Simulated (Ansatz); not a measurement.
## ZrN, pressure series

Take ZrN in the rock salt structure (space group Fm-3m, No. 225) as the base.

```xyz
2
Lattice="0.0000 2.2974 2.2974 2.2974 0.0000 2.2974 2.2974 2.2974 0.0000" Properties=species:S:1:pos:R:3 pbc="T T T"
N      0.0000     0.0000     0.0000
Zr     2.2974     2.2974     2.2974
```

Cell and atoms are relaxed at each pressure.

Calculations: PBE, PAW, 420 eV (Ansatz, a quantum-chemistry and plane-wave program; without spin-orbit coupling).

Two rows of this table had their results exchanged by mistake.

```tsv
pressure	volume per atom (Å³)	shortest distance (Å)	band gap
pressure −2 GPa	12.22	2.304	zero
pressure −1 GPa	12.17	2.300	zero
pressure 0.9 GPa	12.08	2.295	zero
pressure 2.1 GPa	11.00	2.224	zero
pressure 4.5 GPa	11.92	2.284	zero
pressure 9 GPa	11.72	2.272	zero
pressure 15 GPa	11.49	2.257	zero
pressure 22.5 GPa	11.23	2.239	zero
pressure 30 GPa	12.03	2.291	zero
```

Task: Which two?

Result: The rows for pressure 2.1 GPa and pressure 30 GPa: the volume has to fall steadily with pressure, so 12.03 Å³ belongs to pressure 2.1 GPa and 11.00 Å³ to pressure 30 GPa.

Load acts through the strain it causes; cell and atoms are relaxed under it. Whether these cells are dynamically stable was not tested. No other phases were tried under pressure. All final runs are without spin polarisation. An odd electron count without spin: ZrN.
